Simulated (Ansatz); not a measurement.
Start from LiF in the rock salt structure (space group Fm-3m, No. 225; a = 3.990 Å). Axes: x, y, z lie along the cube axes.

Method: r2SCAN (Ansatz, a quantum-chemistry and plane-wave program; PAW; 500 eV plane waves; without spin-orbit coupling).

For the base:

```
Property                         Result
-----------------------------  --------
Band gap                       10.33 eV
Shortest interatomic distance   1.995 Å
Smallest direct gap            10.33 eV
```

The change: a free-standing slab of 6 layers (12 atoms, 2 a layer) is cut normal to the z axis, with 15 Å of vacuum and the in-plane cell held at bulk.

Q: How does this affect the gap character?

A: The gap character comes out as indirect, X → Γ.

Q: What does the calculation give for the band gap after the change?

A: The band gap falls by 2.61 eV (10.33 eV → 7.72 eV).

Q: Predict the new excess energy per area of both faces.

A: The excess energy per area of both faces (slab less bulk energy over the cell's area: twice a surface energy) comes out as 0.87 J/m².

Q: Estimate the effect on the shortest interatomic distance.

A: The shortest interatomic distance decreases by 0.039 Å (1.995 Å → 1.956 Å).

Q: Predict the new smallest direct gap.

A: The smallest direct gap shrinks by 2.513 eV to 7.81 eV.

The excess energy carries the mismatch between the slab's and the bulk's meshes. Whether these cells are dynamically stable was not tested. k-point labels follow each cell's own Brillouin zone.
